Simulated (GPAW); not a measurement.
GPAW 25.7.0, DFT, PBE, plane waves, PAW datasets of gpaw-data 1.0.1: TlCl (from the phase in space group 221, mp-23167), 2 atoms. Basis and mesh were picked for this test and aren't claimed converged.

* **cell**: 3.84, 3.84, 3.84 Å; 90, 90, 90°
* **task**: scf
* **mode.name**: pw
* **mode.ecut**: 350 eV
* **xc**: PBE
* **k mesh**: 6×6×6
* **kpts.gamma**: true
* **occupations.name**: fermi-dirac
* **occupations.width**: 0.02 eV
* **convergence.density (electrons an electron)**: 1e-05
* **maxiter**: 150
* **parallel.kpt**: 2
* **parallel.band**: 1
* **parallel.domain**: 1
* **parallel.sl_auto**: false
* **parallel.augment_grids**: true
* **eigensolver.name**: dav (default)
* **eigensolver.niter**: 2 (default)
* **mixer.method**: separate (default)
* **convergence.eigenstates (eV² an electron)**: 4e-08 (default)
* **convergence.energy (eV an electron)**: 0.0005 (default)
* **k-points after symmetry**: 20
* **bands**: 13
* **electrons**: 20
* **plane waves**: 852
* **coarse grid**: 18*18*18
* **symmetry operations**: 48

Settings of this run: mixer.beta = 0.1, mixer.nmaxold = 1, mixer.weight = 50, mixer.backend = pulay; 2 ranks.

| iteration | energy (eV) | log10 change of eigenstates | log10 change of density |
|---|---|---|---|
| 2 | -6.080778 | -1.73 | -1.31 |
| 3 | -5.992670 | -2.38 | -1.40 |
| 4 | -5.942261 | -2.76 | -1.48 |
| 5 | -5.913406 | -3.00 | -1.56 |
| 6 | -5.896799 | -3.22 | -1.63 |
| 7 | -5.887152 | -3.48 | -1.69 |
| 8 | -5.881469 | -3.84 | -1.75 |
| 9 | -5.878061 | -4.25 | -1.80 |
| 10 | -5.875974 | -4.66 | -1.85 |
| 11 | -5.874668 | -4.98 | -1.89 |
| 12 | -5.873834 | -5.20 | -1.94 |
| 13 | -5.873293 | -5.38 | -1.99 |
| 14 | -5.872939 | -5.54 | -2.04 |
| 15 | -5.872706 | -5.69 | -2.09 |
| … | … | … | … |
| 42 | -5.872434 | -8.24 | -3.34 |
| 43 | -5.872435 | -8.33 | -3.38 |
| 44 | -5.872436 | -8.41 | -3.43 |
| 45 | -5.872437 | -8.50 | -3.47 |
| 46 | -5.872438 | -8.59 | -3.51 |
| 47 | -5.872439 | -8.67 | -3.56 |
| 48 | -5.872439 | -8.76 | -3.60 |
| 49 | -5.872440 | -8.84 | -3.64 |
| … | … | … | … |
| 74 | -5.872442 | -10.90 | -4.72 |
| 75 | -5.872442 | -10.98 | -4.76 |
| 76 | -5.872442 | -11.06 | -4.80 |
| 77 | -5.872442 | -11.14 | -4.84 |
| 78 | -5.872442 | -11.22 | -4.89 |
| 79 | -5.872442 | -11.30 | -4.93 |
| 80 | -5.872442 | -11.38 | -4.97 |
| 81 | -5.872442 | -11.46 | -5.01 |

It converged after 81 SCF iterations.

Q: The cycle is slow. Which setting should be changed?

A: This is not unique; one that fits is mixer.nmaxold = 10 (19 SCF iterations), all else kept. With more settings changed, the fewest of all runs of this system: mixer.beta = 0.4, mixer.nmaxold = 8, mixer.weight = 1 (10). The change moves the result by: energy under 0.001 meV/atom. Counts are of single runs.
